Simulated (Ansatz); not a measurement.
Results of LDA (Ansatz, a program for electronic structure, plane waves, PAW) for Mn3Si (Fm-3m, No. 225).

Numerical settings: plane-wave cutoff 500 eV, 12×12×12 k mesh, Fermi–Dirac smearing 0.05 eV, spin-polarised start, scalar-relativistic PAW data made under PBE.

Computed at the level's own relaxed cell.

Task: What does this level give for the volume per atom and equilibrium lattice constant a?

Result: 
volume per atom: 10.36 Å³/atom
equilibrium lattice constant a: 5.493 Å

The run finds no gap.

Note: the magnetic order was assumed, not searched for or taken from measurement; the volume lies 11 % below that of the published cell.

The computed numbers hold no vibrational or temperature effects.

It cost very roughly 90 core-seconds of CPU time.
